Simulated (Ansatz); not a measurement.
The parent structure is W in the bcc (W type) structure (space group Im-3m, No. 229; relaxed with 0.1 eV smearing).

```
CELL_PARAMETERS angstrom
     -1.59190     1.59190     1.59190
      1.59190    -1.59190     1.59190
      1.59190     1.59190    -1.59190
ATOMIC_POSITIONS crystal
  W  0.00000 0.00000 0.00000
```

Computed with Kohn–Sham DFT with the PBE functional, run in Ansatz (a first-principles code) with PAW and 420 eV plane waves, no SOC.

Strains are applied to the cell and any free atomic positions relax.

One change was made to it. Results:

| quantity | base | after |
|---|---|---|
| pressure | 0.0 GPa | 33.4 GPa |
| energy relative to the base (free energy F) | 0 meV/atom | +136 meV/atom |
| band gap | zero | zero |

**Question.** Name the change that was made.
A) isotropic strain +2.50 %
B) isotropic strain −1.00 %
C) isotropic strain −3.00 %

**Answer.** C, isotropic strain −3.00 %. For comparison, the energy relative to the base in the other runs: isotropic strain −1.00 % gives +14 meV/atom; isotropic strain +2.50 % gives +79 meV/atom.

Stability against distortions was not tested. All final runs are without spin polarisation.
